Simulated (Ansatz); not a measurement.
System: L1₂ (Cu3Au-type) Ni3Fe. Method: B3LYP (VWN-RPA form) (Ansatz, a program for electronic structure, PAW).

Input:

Ansatz 0.2 input:
```yaml
crystal:
  lattice:
    - [3.5958638487, 0.0, 0.0]
    - [0.0, 3.5958638487, 0.0]
    - [0.0, 0.0, 3.5958638487]
  atoms:
    - { symbol: Fe, position: [0.0, 0.0, 0.0], spin: 3.0 }
    - { symbol: Ni, position: [0.0, 0.5, 0.5], spin: 0.7 }
    - { symbol: Ni, position: [0.5, 0.0, 0.5], spin: 0.7 }
    - { symbol: Ni, position: [0.5, 0.5, 0.0], spin: 0.7 }
basis:
  ecutwfc: 460
  ecutrho_ratio: 4
  xc_grid: 2
kpoints:
  mp_grid: { grid: [8, 8, 8] }
hamiltonian:
  xc: b3lyp
  dispersion: none
  pseudopotentials: { kind: paw }
scf:
  occupations: { method: fermi_dirac, width: 0.05 }
  convergence: { dr2_threshold: 0.0000000004 }
output:
  forces: true
  stress: true
  eigenvalues: true
magnetization:
  spin_polarized: true
```

Q: How many irreducible k-points, plane waves at Γ does the program set up, and what pressure does the run end with?

A: 35 irreducible k-points, 1021 plane waves at Γ; P = -0.33 GPa, so the cell is stretched on average and its volume would shrink at this level.

The run printed, among other lines:

```
WARN output.stress: scf.exx.energy_threshold = 1e-6 eV is looser than the 4e-8 eV advised for a stress under a hybrid functional (1e-8 eV for each atom of the …
Crystal: 4 atoms, lattice volume = 46.495 Å³
Basis set: ecut = 460 eV, 1021 PW (Γ), exchange–correlation on 54×54×54 points (8 copies of the dense FFT grid, shifted against one another)
Bands: 46, of which v1, the nominal top of the filled ones, is band 35 counted from 1 (34 counted from 0)
Symmetry: 48 space group operations
Space group: Pm-3m (ITA 221), of the structure as read, at distance tolerance 3.6e-5 Å
k-points: 35 of 512
Initial density: superposition of atomic densities (chi_scale 0.1, normalization cell)
Functional: x = 0.1 slater + 0.9 b88, c = 0.19 vwn_rpa + 0.81 lyp, warm-up for x = 0.08 slater + 0.72 b88 + 0.2 exact, c = 0.19 vwn_rpa + 0.81 lyp
spin=Collinear: Kerker preconditioning applied to the charge; magnetization (m = ρ↑ − ρ↓) channel mixes plain (no charge-response kernel on spin).
SCF 1 converged in 25 iterations: F = -22026.675721 eV  dr2 = 8.56e-11
Crystal: 4 atoms, lattice volume = 46.495 Å³
Initial density: handed on by an earlier stage of this run
Functional: x = 0.08 slater + 0.72 b88 + 0.2 exact, c = 0.19 vwn_rpa + 0.81 lyp
spin=Collinear: Kerker preconditioning applied to the charge; magnetization (m = ρ↑ − ρ↓) channel mixes plain (no charge-response kernel on spin).
  ...
Crystal: 4 atoms, lattice volume = 46.495 Å³
spin=Collinear: Kerker preconditioning applied to the charge; magnetization (m = ρ↑ − ρ↓) channel mixes plain (no charge-response kernel on spin).
SCF 15 converged in 10 iterations: F = -22023.019396 eV  dr2 = 3.16e-11
Crystal: 4 atoms, lattice volume = 46.495 Å³
spin=Collinear: Kerker preconditioning applied to the charge; magnetization (m = ρ↑ − ρ↓) channel mixes plain (no charge-response kernel on spin).
SCF 16 converged in 10 iterations: F = -22023.020719 eV  dr2 = 4.64e-11
Crystal: 4 atoms, lattice volume = 46.495 Å³
spin=Collinear: Kerker preconditioning applied to the charge; magnetization (m = ρ↑ − ρ↓) channel mixes plain (no charge-response kernel on spin).
SCF 17 converged in 10 iterations: F = -22023.022511 eV  dr2 = 1.05e-10
Crystal: 4 atoms, lattice volume = 46.495 Å³
SCF 18 converged in 8 iterations: F = -22023.024435 eV  dr2 = 7.16e-11
Crystal: 4 atoms, lattice volume = 46.495 Å³
Crystal: 4 atoms, lattice volume = 46.495 Å³
Crystal: 4 atoms, lattice volume = 46.495 Å³
SCF 21 converged in 6 iterations: F = -22023.025372 eV  dr2 = 1.37e-10
Magnetization: 5.9117 μB (37.9559 up, 32.0441 down)
Free energy (F): -22023.025372 eV
Internal energy: -22023.022540 eV  (E = F + TS)
E sigma→0 (E₀):  -22023.023956 eV
Fermi energy:    17.738687 eV
--- Forces (eV/Å), atoms counted from 1 ---
  atom   1  Fe     0.00000000     0.00000000     0.00000000
  atom   2  Ni     0.00000000     0.00000000     0.00000000
  atom   3  Ni    -0.00000000    -0.00000000     0.00000000
  atom   4  Ni    -0.00000000    -0.00000000     0.00000000
--- Stress (GPa, compression-positive) ---
       -0.327914       0.000000       0.000000
       -0.000000      -0.327914       0.000000
        0.000000      -0.000000      -0.327914
  P = ⅓ Tr σ = -0.3279 GPa (-3.279 kbar)
```

The PAW data were made under PBE.

Note: the run warned that the count of filled bands differs between k points.

It cost around 21 core-minutes (rough) of CPU time.
